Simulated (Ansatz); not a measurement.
System: C vacancy in 3C silicon carbide (charge state +2). The step: one C atom jumps into the vacancy from a nearby C site; the atom moves 3.08 Å along (0.00, -0.50, -0.50) of the unit cell; the moving atom starts with neighbours Si at 1.86, 2 Si at 1.90, Si at 1.93 Å and ends with Si at 1.86, 2 Si at 1.90, Si at 1.93 Å. DFT values are from Ansatz (plane-wave PAW, 420 eV unless said) in a cell of 64 host sites, spin-restricted, static, with no finite-size correction. The charge state is imposed; whether it is stable for some Fermi level was not computed. Forms of the defect that were not tried may lie lower. For the PBE band: the check of the saddle point's order was inconclusive, and it lies on a symmetry element of the cell, where a band can be held.

| Level | Forward barrier (eV) | Cost of the band or of the saddle's single point |
|---|---|---|
| CHGNet universal potential (has no charge state), its own band | 2.86 | - |
| PBE, a 2×2×2 k-point mesh shifted by half a step, band relaxed | 5.21 | very roughly 90 core-minutes |
| PBE, a 3×3×3 k-point mesh shifted by half a step, same geometries | 5.22 | very roughly 5 core-minutes |
| r2SCAN at 500 eV, a 2×2×2 k-point mesh shifted by half a step, same geometries | … | around 2.7 core-minutes (rough) |

**Question.** Complete the blanks.

**Answer.** 
- r2SCAN at 500 eV, a 2×2×2 k-point mesh shifted by half a step, same geometries, Forward barrier (eV): 5.66

Ansatz is a program for electronic structure.
